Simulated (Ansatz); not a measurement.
MgO under load (space group R-3m), r2SCAN, rigid bands (Ansatz, an electronic-structure program). Condition of this run: uniaxial stress along [111] of 2 GPa (compression positive) (the target of the relaxation). Band gap 5.69 eV, N_c = 5.83e18 cm⁻³ and N_v = 1.20e20 cm⁻³ at 300 K, conductivity masses of 0.375 mₑ (electrons) and 2.02 mₑ (holes). Take k_BT = 0.02585 eV.

**Question.** A film of it is 5 nm thick. Estimate the confinement energies in an infinite well.

**Answer.** ħ²π²/(2m t²) = 0.376 eV·nm²/(m/mₑ × t²) gives 40.1 meV for electrons and 7.45 meV for holes, so the gap would widen to about 5.74 eV. Finite barriers and nonparabolic bands lower this, and with several valleys or bands the heaviest mass along the normal sets the lowest level, not this average.

**Question.** What thermal injection velocity √(2k_BT/πm) limits a ballistic channel?

**Answer.** 8.79e6 cm/s for electrons and 3.79e6 cm/s for holes, a ratio of √(m_h/m_e) = 2.32, for dilute carriers.

**Question.** Find the intrinsic carrier density and the intrinsic Fermi level.

**Answer.** n_i = √(N_c N_v) exp(−E_g/2k_BT) = 2.64e19 × exp(−110.05) = 4.3e-29 cm⁻³. The level lies (k_BT/2) ln(N_v/N_c) = 39 meV from mid-gap (positive towards the conduction band). Each 0.1 eV added to the gap lowers n_i by a factor of 6.9.

Rigid bands with the computed gap; masses take one relaxation time for all states. Spin-orbit coupling is left out.
